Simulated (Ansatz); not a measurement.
Point defect H interstitial in fcc Pt

Calculation: PBE, PAW (plane waves to 420 eV; Ansatz, a first-principles code). Cell and caveats: 32-site cell; 6×6×6 shifted k-points; start: void with 6Pt nearest; no spin–orbit coupling; not converged in cell size; the relaxation kept the symmetry of the starting site; relaxed from one start, so a lower configuration may exist.

Neighbours after relaxation, in Å: of the H atom: Pt 2.02, Pt 2.02, Pt 2.02, Pt 2.02, Pt 2.02, Pt 2.02.

Formation energies E_f are those of the neutral cell. Chemical conditions: host crystal and elements as references (Δμ(H) = 0.00 eV; H taken from its element, since no compound that bounds it was computed at this level; only phases computed here count, gases as isolated molecules at 0 K). Reference phases: H: H2 molecule in a box.

The name describes the start; the neighbours show where the added atom ended.

| charge | moment (μB) | point group | largest move off a lattice site (Å) | E_f, host crystal and elements as references (eV) |
|---|---|---|---|---|
| 0 | not spin-polarised | Oh | 0.04 | 0.60 |

Point groups are those of the whole cell at tolerances of 0.03 and 0.1 Å ("near" where only the looser one holds); none is given for unsettled states.
